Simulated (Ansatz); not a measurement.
The starting structures come from a database of crystals and need not be the phases stable at ambient conditions.

 Where the default PAW files enter, the runs use the earlier of Ansatz's two default sets.

Crystal: Cs2O (R-3m, not sure to be the ambient phase, 3 atoms a cell, 34.1 Å³ an atom); planes in its conventional cell.

The numbers are results of PBEsol (plane waves, PAW; Ansatz, a first-principles code), not measurements.

The gap is the functional's own, uncorrected, and κ follows it; spin-orbit coupling is left out. Mid-gap values are interpolated between the computed energies.

```
plane  area of the cell (Å²)  mid-gap κ (1/Å)  largest κ in the gap (1/Å)
-----  ---------------------  ---------------  --------------------------
(001)                   15.3             0.21                        0.25
(101)                   28.6              [?]                        0.21
```

The slowest decay depends on the direction. Supply the withheld values.


- (101), mid-gap κ (1/Å): 0.18
